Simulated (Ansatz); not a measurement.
**Ru: response to strain**

Take Ru in the hcp (Mg type) structure (space group P6_3/mmc, No. 194; relaxed with 0.1 eV smearing) as the base.

```cif
data_Ru2
_chemical_formula_sum 'Ru2'
_space_group_name_H-M_alt 'P 1'
_space_group_IT_number 1
_cell_length_a 2.70429
_cell_length_b 2.70429
_cell_length_c 4.26291
_cell_angle_alpha 90.000
_cell_angle_beta 90.000
_cell_angle_gamma 120.000
loop_
_space_group_symop_operation_xyz
  'x, y, z'
loop_
_atom_site_label
_atom_site_type_symbol
_atom_site_fract_x
_atom_site_fract_y
_atom_site_fract_z
_atom_site_occupancy
Ru1 Ru 0.66667 0.33333 0.75000 1
Ru2 Ru 0.33333 0.66667 0.25000 1
```

Strains are applied to the cell and any free atomic positions relax.

All numbers come from r2SCAN (Ansatz, a first-principles code), without spin-orbit coupling.

Notes on the quantities. pressure: mean of the normal stresses, compression positive; energy relative to the base: free energy F.

| case | volume per atom | pressure | energy relative to the base |
|---|---|---|---|
| base | 13.50 Å³ | 0.0 GPa | 0 meV/atom |
| isotropic strain −3.00 % | 12.32 Å³ | 38.4 GPa | +129 meV/atom |
| isotropic strain −2.50 % | 12.51 Å³ | [?] | [?] |
| isotropic strain −2.00 % | 12.71 Å³ | 23.7 GPa | +55 meV/atom |
| isotropic strain −1.50 % | 12.90 Å³ | 17.1 GPa | +31 meV/atom |
| isotropic strain −1.00 % | 13.10 Å³ | 10.9 GPa | +13 meV/atom |
| isotropic strain −0.50 % | 13.30 Å³ | 5.3 GPa | +3.3 meV/atom |

**Question.** Complete the table.

**Answer.** 
- isotropic strain −2.50 %, pressure: 30.7 GPa
- isotropic strain −2.50 %, energy relative to the base: +88 meV/atom

Whether these cells are dynamically stable was not tested. All final runs are without spin polarisation.
